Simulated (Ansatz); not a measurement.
## Effect of holes 5.0×10^21 cm⁻³ on BP

Take BP in the zinc blende structure (space group F-43m, No. 216; a = 4.536 Å) as the base.

It is then changed as follows: hole doping at 5.0×10^21 cm⁻³ (0.117 per cell), with a uniform compensating background at fixed cell and a 300 K Fermi–Dirac width.

Method: r2SCAN in Ansatz (plane waves to 500 eV, PAW, no spin-orbit coupling), earlier PAW set. k-mesh 29×29×29 (Γ-centred); smearing 0.0259 eV (Fermi–Dirac).

The gap between the host's bands goes up by 0.07 eV to 1.48 eV and the gap character is still indirect, Γ → a point along ⟨100⟩, about 1.1 Å⁻¹ from Γ. The Fermi level relative to the doped band's edge (positive inside the band; to 0.05 eV) comes out as +0.80 eV.

Final structure:

```
CELL_PARAMETERS angstrom
      0.00000     2.26820     2.26820
      2.26820     0.00000     2.26820
      2.26820     2.26820     0.00000
ATOMIC_POSITIONS crystal
  P  0.75000 0.75000 0.75000
  B  0.00000 0.00000 0.00000
```
Cell charge +0.116693.

Carriers are added with a uniform compensating background; total energy and stress of such cells depend on the potential's zero and are not compared; many-body gap narrowing is missing at this level. Stability against distortions was not tested.

Ansatz is a first-principles code.
